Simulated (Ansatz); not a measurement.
Consider PtS2 in the CdI2 type structure (space group P-3m1, No. 164; a = 3.584 Å, c = 4.657 Å; layered, stacked along the Cartesian z axis).

The values are results of DFT with PBE-D3(BJ), PAW potentials and a 420 eV plane-wave cutoff in Ansatz (a first-principles code), no SOC, not measurements.

For the base:

The pressure comes out as 0.0 GPa. The band gap is zero.

Perturbation: the cell is scaled by 0.9950 in all directions; the atoms relax in the strained cell.

**Question.** Predict the new energy relative to the base.

**Answer.** The energy rises by 1.0 meV/atom.

**Question.** What happens to the largest internal atomic displacement?

**Answer.** The largest internal atomic displacement is 0.014 Å.

**Question.** What does the calculation give for the pressure after the change?

**Answer.** The pressure (mean of the normal stresses, compression positive) goes from zero to 1.3 GPa.

**Question.** What does the calculation give for the band gap after the change?

**Answer.** The band gap remains zero.

Spin-orbit coupling, missing from the scalar runs, can matter with Pt. Whether these cells are dynamically stable was not tested. The final runs are not spin-polarised. A zero or small gap of PtS2 can be the functional's error rather than a property of the material.
